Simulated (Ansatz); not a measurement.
The parent structure is BaTiO$_{3}$ in the cubic perovskite structure (space group Pm-3m, No. 221; a = 4.0195 Å).

It is then changed as follows: every lattice vector is shortened by 3.81 %, atoms relaxed at fixed cell.

Levels (all Ansatz, an electronic-structure program, PAW, earlier PAW set): PBE (420 eV, spin-orbit coupling left out); r2SCAN (500 eV, spin-orbit coupling left out); HSE06 (420 eV, spin-orbit coupling left out); PBE+SOC (420 eV, spin-orbit coupling included).

At the geometry relaxed with PBE, these levels gave the following band gaps, in shuffled order: (a) 2.39 eV, (b) 2.00 eV, (c) 3.43 eV, (d) 1.93 eV.

**Question.** Match each gap to its level.

**Answer.** (a) r2SCAN; (b) PBE; (c) HSE06; (d) PBE+SOC.

Single points use the geometry relaxed with PBE. The spin-orbit shifts are approximate. The cells carry an imposed strain or load. No phonon test of stability was made. The runs without spin-orbit coupling are not spin-polarised. Many cubic perovskites are stable only at high temperature; tilts and polar distortions were not tested. This is not the structure that BaTiO3 has at room temperature and ambient pressure.
